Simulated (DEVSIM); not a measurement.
## Si p+/n-/n+ power diode

System: Si p+/n-/n+ power diode, at 250 K.

```csv
layer (left to right),material,thickness (μm),Nd (cm⁻³),Na (cm⁻³),τn (s),τp (s)
1,Si,0.840,-,1.3e18,5.1e-8,1.7e-6
2,Si,12.0,1e15,-,1.7e-6,1.7e-6
3,Si,1.20,2.6e18,-,1.7e-6,1.7e-6
```

Left contact: ohmic. Right contact: ohmic. Voltage is applied to the left contact. Recombination: SRH at mid-gap. Mobility is constant in doping.

Constants are typed, rounded textbook-type inputs, not results; the design itself was drawn at random and stands for no fabricated device. Values at 300 K; Nc and Nv go as T^1.5, mobilities as T to minus their exponent, the gap by Varshni's rule with the affinity fixed.

```
parameter               Si
----------------  --------
gap (eV)             1.124
affinity (eV)         4.05
permittivity          11.7
Nc (cm⁻³)          2.86e19
Nv (cm⁻³)           3.1e19
μn (cm²/Vs)           1417
μp (cm²/Vs)            470
T exponent of μn       2.3
T exponent of μp       2.2
Varshni α (eV/K)  0.000473
Varshni β (K)          636
```

Simulated with DEVSIM: 1D drift-diffusion, Boltzmann statistics, complete ionisation; no tunnelling, impact ionisation, image-force lowering or self-heating.

The potential step across the device at zero bias is 1.028 V. The dark forward voltage at 1 A/cm² is 0.756 V and the dark forward voltage at 100 A/cm² comes out as 0.867 V.

Dark forward current:

| V (V) | J (A/cm²) |
|---|---|
| 0.05 | 6.4e-11 |
| 0.10 | 2.6e-10 |
| 0.15 | 9.2e-10 |
| 0.20 | 3.2e-9 |
| 0.25 | 1.1e-8 |
| 0.30 | 3.8e-8 |
| 0.35 | 1.4e-7 |
| 0.40 | 5.8e-7 |
| 0.45 | 3.0e-6 |
| 0.50 | 2.0e-5 |
| 0.55 | 0.00016 |
| 0.60 | 0.0015 |
| 0.65 | 0.014 |
| 0.70 | 0.11 |
| 0.75 | 0.78 |
| 0.80 | 6.5 |
| 0.85 | 53 |
| 0.90 | 360 |
| 0.95 | 1800 |
| 1.00 | 6100 |

Dark reverse current:

| V (V) | J (A/cm²) |
|---|---|
| -2.00 | -4.2e-10 |
| -5.00 | -7.5e-10 |
| -10.00 | -1.1e-9 |
| -15.00 | -1.4e-9 |
| -20.00 | -1.7e-9 |
| -30.00 | -2.1e-9 |
| -40.00 | -2.5e-9 |
| -50.00 | -2.8e-9 |
| -65.00 | -3.2e-9 |
| -80.00 | -3.6e-9 |
| -100.00 | -4.1e-9 |
